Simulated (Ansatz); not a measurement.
**CsSnBr3: pressure series**

Start from CsSnBr3 in the cubic perovskite structure (space group Pm-3m, No. 221; a = 5.764 Å).

Cell and atoms are relaxed at each pressure.

The values are results of PBEsol (Ansatz, a program for electronic structure; PAW; 420 eV plane waves; spin-orbit coupling left out), earlier PAW set, not measurements.

Two rows of this table had their results exchanged by mistake.

| pressure | volume per atom (Å³) | shortest distance (Å) | band gap |
|---|---|---|---|
| pressure −2 GPa | 43.07 | 2.997 | 0.80 eV |
| pressure −1 GPa | 40.28 | 2.931 | 0.49 eV |
| pressure 0.9 GPa | 36.89 | 2.846 | zero |
| pressure 2.1 GPa | 35.39 | 2.807 | zero |
| pressure 4.5 GPa | 33.13 | 2.746 | zero |
| pressure 9 GPa | 30.29 | 2.665 | zero |
| pressure 15 GPa | 24.03 | 2.467 | zero |
| pressure 22.5 GPa | 25.55 | 2.518 | zero |
| pressure 30 GPa | 27.73 | 2.588 | zero |

**Question.** Which two?

**Answer.** The rows for pressure 15 GPa and pressure 30 GPa: the volume has to fall steadily with pressure, so 27.73 Å³ belongs to pressure 15 GPa and 24.03 Å³ to pressure 30 GPa.

The mesh was chosen for an insulator and is coarse for the gapless case. Load acts through the strain it causes; cell and atoms are relaxed under it. Stability against distortions was not tested. No other phases were tried under pressure. The final runs are not spin-polarised. Many cubic perovskites are stable only at high temperature; tilts and polar distortions were not tested. A zero or small gap of CsSnBr3 can be the functional's error rather than a property of the material.
